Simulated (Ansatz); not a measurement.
We consider BaH₂ (P6₃/mmc, No. 194, 6 atoms in the cell; start mp-1182102; a measured phase of this formula has another space group), described by r²SCAN+SOC in Ansatz (PAW).

Settings: plane-wave cutoff 560 eV, 12×12×6 k mesh (along the axes of the cell as run), Fermi–Dirac smearing 0.01 eV, PAW data made under PBE.

Cell (relaxed with PBEsol):

BaH₂ is taken in the hexagonal space group P6₃/mmc (No. 194), Pearson symbol hP6. Cell: a = b = 4.384 Å, c = 5.793 Å, α = β = 90.00°, γ = 120.00°. Ba on 2c is surrounded by 3 H at 2.531 Å and 8 H at 2.896–2.916 Å. H1 on 2d is coordinated by 3 Ba at 2.531 Å and 2 Ba at 2.896 Å (trigonal bipyramidal). H2 on 2a has 6 Ba at 2.916 Å (octahedral). (Neighbours: up to the widest gap in distance over summed covalent radii, below 1.35, at either atom; cation-cation and far metal-metal contacts left out.)

Q: Estimate the band gap, smallest direct gap on the k points sampled and Γ–Γ gap that the calculation returns.

A: 
- band gap: 2.41 eV (indirect)
- smallest direct gap on the k points sampled: 3.27 eV
- Γ–Γ gap: 3.45 eV

Note: cell and atoms aren't relaxed at this level (pressure 2.1 GPa).

The computed numbers hold no vibrational or temperature effects.

A start named mp-… is a Materials Project structure, which need not be a measured phase.

Ansatz is a quantum-chemistry and plane-wave program.
